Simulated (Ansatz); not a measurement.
Strongest site found for several adsorbates on bcc Mo (110).

The numbers are results of PBE (plane waves to 420 eV, PAW; Ansatz, an electronic-structure program), not measurements.

Counted are starts at which the adsorbate stayed whole and on top. Thin slabs; no dispersion, zero-point or thermal terms; negative values mean binding.

```tsv
adsorbate, area an adsorbate	reference	bonded to	E_ads (eV)	shortest bond to the host (Å)
CO, 28 Å²	CO(g)	3 Mo	-1.79	?
Cl, 7 Å²	½ Cl2(g)	3 Mo	-1.36	?
Li, 7 Å²	an atom of bcc Li	4 Mo	-0.54	2.74
C, 7 Å²	an atom of graphite	3 Mo	?	1.96
H, 7 Å²	½ H2(g)	3 Mo	?	1.91
Hf, 28 Å²	an atom of hcp Hf	4 Mo	0.53	2.62
F, 14 Å²	½ F2(g)	3 Mo	-3.89	2.14
Au, 28 Å²	an atom of fcc Au	3 Mo	-0.52	2.74
F, 7 Å²	½ F2(g)	2 Mo	-3.75	2.09
```

Fill in the missing entries.


- CO, 28 Å², shortest bond to the host (Å): 2.03
- Cl, 7 Å², shortest bond to the host (Å): 2.43
- C, 7 Å², E_ads (eV): 1.41
- H, 7 Å², E_ads (eV): -0.73
